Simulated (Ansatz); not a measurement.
The reference is ZnInGaO₄ (space group R3m, No. 160; a = 3.315 Å, c = 25.751 Å (hexagonal axes)).

Levels (all Ansatz, an electronic-structure program, PAW): PBEsol (420 eV, spin-orbit coupling left out); r2SCAN (500 eV, without spin-orbit coupling).

The geometry is relaxed with PBEsol.

- PBEsol band gap = 1.17 eV
- PBEsol pressure = 0.01 GPa
- PBEsol width of the top valence band = 0.50 eV

Q: How does going to r2SCAN change the band gap, pressure and width of the top valence band?

A: The band gap rises by 0.57 eV to 1.74 eV; the pressure shrinks by 0.42 GPa to -0.41 GPa; the width of the top valence band rises by 0.06 eV, from 0.50 eV to 0.56 eV.

Single points use the geometry relaxed with PBEsol. Their cutoffs differ, which shifts pressures a little. Whether these cells are dynamically stable was not tested.
